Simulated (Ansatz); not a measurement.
Si vacancy + Sb interstitial + Si interstitial in silicon (the name describes the start): one set of geometries, relaxed with PBE, evaluated in Ansatz (PAW, plane waves to 420 eV, 500 eV under r2SCAN) with PBE, r2SCAN.

Set-up: 216-site cell; 2×2×2 shifted k-points; start: a built cluster, 2.4 Å across; charged states image-corrected; no spin–orbit coupling; not converged in cell size; relaxed from one start, so a lower configuration may exist.

| quantity | PBE | r2SCAN |
|---|---|---|
| host gap (eV) | 0.61 | 0.79 |
| neutral formation energy against rhombohedral Sb (eV) | 4.49 | 4.98 |
| largest moment on one atom at charge 0 (μB) | 0.06 | 0.08 |

PBE narrows the gap by 0.18 eV against r2SCAN, the highest level run.

Ansatz is a first-principles code.
